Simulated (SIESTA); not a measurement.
A relaxation of cell and atoms of MnZn3 (Pm-3m, 4 atoms in the cell) with SIESTA.

Level of theory: GGA PBEsol, numerical atomic orbitals DZP, PseudoDojo PBEsol standard norm-conserving potentials (rewritten from UPF to PSML) (SIESTA).

```
MnZn3
1.0
    3.72623     0.00000     0.00000
    0.00000     3.72623     0.00000
    0.00000     0.00000     3.72623
Mn Zn
1 3
Direct
  0.00000   0.00000   0.00000
  0.00000   0.50000   0.50000
  0.50000   0.00000   0.50000
  0.50000   0.50000   0.00000
```
Moments meant for the start (each program seeds them in its own way; μB, in the order of the atoms Mn Zn Zn Zn): 4.0 0.0 0.0 0.0.

Reference input (self-consistent single point, DFT, GGA PBEsol, numerical atomic orbitals DZP, PseudoDojo PBEsol standard norm-conserving potentials (rewritten from UPF to PSML)): XC.functional = GGA; XC.authors = PBEsol; potentials = PseudoDojo PBEsol standard; PAO.BasisSize = DZP; PAO.EnergyShift = 0.005 Ry; MeshCutoff = 300 Ry; kgrid.MonkhorstPack = 6 6 6; OccupationFunction = FD; ElectronicTemperature = 1160.45 K; Spin = polarized; DM.InitSpin = [1 +4.00, 2 +0.00, 3 +0.00, 4 +0.00]; MaxSCFIterations = 150. This run's input differs from it in these lines:

```diff
@@ -50,2 +50,7 @@
 Diag.ParallelOverK           true
+MD.TypeOfRun                 Broyden
+MD.Steps                     40
+MD.MaxForceTol               0.02 eV/Ang
+MD.VariableCell              true
+MD.MaxStressTol              0.05 GPa
 WriteForces                  true
```

Log, with long lists cut:

```
        iscf     Eharris(eV)        E_KS(eV)     FreeEng(eV)     dDmax    Ef(eV) dHmax(eV)
   scf:    1   -19841.184726   -19954.141069   -19954.241381  2.247383 -0.595525 29.817556
     spin moment: {S} , |S| = {        0.0        0.0    2.07161 }     2.07161
   scf:    2   -20021.781437   -20001.480334   -20001.547790  0.695721 -0.107406 14.461859
     spin moment: {S} , |S| = {        0.0        0.0    2.84804 }     2.84804
   scf:    3   -20011.573478   -20006.896786   -20006.961478  0.298247 -0.414075  9.357441
     spin moment: {S} , |S| = {        0.0        0.0    2.85824 }     2.85824
   [... lines left out ...]
     spin moment: {S} , |S| = {        0.0        0.0    2.45715 }     2.45715
   scf:   18   -20010.825023   -20010.825023   -20010.898939  0.000106 -1.251639  0.000735
     spin moment: {S} , |S| = {        0.0        0.0    2.45692 }     2.45692
   scf:   19   -20010.824996   -20010.825009   -20010.898940  0.000354 -1.251388  0.000402
     spin moment: {S} , |S| = {        0.0        0.0    2.45851 }     2.45851
   scf:   20   -20010.825008   -20010.825008   -20010.898940  0.000041 -1.251396  0.000419
     spin moment: {S} , |S| = {        0.0        0.0    2.45874 }     2.45874
SCF Convergence by DM+H criterion
max |DM_out - DM_in|         :     0.0000410512
max |H_out - H_in|      (eV) :     0.0004193208
SCF cycle converged after 20 iterations

Using DM_out to compute the final energy and forces

siesta: E_KS(eV) =           -20010.8250

siesta: E_KS - E_eggbox =    -20010.8250

siesta: Atomic forces (eV/Ang):
     1   -0.000000    0.000000   -0.000000
     2    0.000000    0.000000    0.000000
     3    0.000000   -0.000000    0.000000
     4    0.000000   -0.000000   -0.000000
   Tot    0.000000   -0.000000    0.000000
   Max    0.000000
   Res    0.000000    sqrt( Sum f_i^2 / 3N )
   Max    0.000000    constrained

Stress tensor Voigt[x,y,z,yz,xz,xy] (kbar):      -20.34      -20.34      -20.34       -0.00        0.00       -0.00
(Free)E + p*V (eV/cell)   -20010.2421
   [... lines left out ...]
siesta: Pressure (static):         20.34099785  kBar
siesta: Pressure (total):         20.34099785  kBar
No target stress found, assuming hydrostatic MD.TargetPressure.
Target stress (kBar)
outcell: Cell volume (Ang**3)        :     52.2161
        iscf     Eharris(eV)        E_KS(eV)     FreeEng(eV)     dDmax    Ef(eV) dHmax(eV)
siesta: Pressure (static):          0.13007654  kBar
siesta: Pressure (total):          0.13007654  kBar
outcell: Cell volume (Ang**3)        :     52.2161
siesta: FreeEng =    -20010.902013
   [... lines left out ...]

              0.033   0.041   0.053

mulliken: Qtot =       36.239

Mulliken Atomic Populations:
Atom #   charge [q] valence [e]      Sz [e]  Species
     1     0.234529   14.765471    3.143683  Mn
     2    -0.078176   20.078176   -0.207241  Zn
     3    -0.078176   20.078176   -0.207241  Zn
     4    -0.078176   20.078176   -0.207241  Zn
 Total    -0.000000                2.521961
```

The run converged. 

Summary of the result:
| Property | Value |
|---|---|
| Free energy E − TS | -20010.9020 eV |
| Fermi level (on the code's own zero) | -1.27 eV |
| Pressure | 0.01 GPa |
| Size of the cell's spin moment | 2.52 μB |
| Site moments (μB, in the program's spheres or projections) | Mn 3.14, Zn -0.21, Zn -0.21, Zn -0.21 |
| Final cell | a = b = c = 3.7377 Å, α = β = γ = 90.00° |
| Final volume per atom | 13.05 Å³ |
| Relaxation steps | 4 |

The starting cell comes from a database of computed structures (which also holds hypothetical and non-ambient phases and stackings), without a prior relaxation at this level. Its lattice was rescaled by a random factor within 2.5 % of one. With one magnetic atom in the cell only a parallel order is possible. Values carry the incompleteness of an atom-centred basis.

Cost on one core of a shared machine: roughly 3 min.
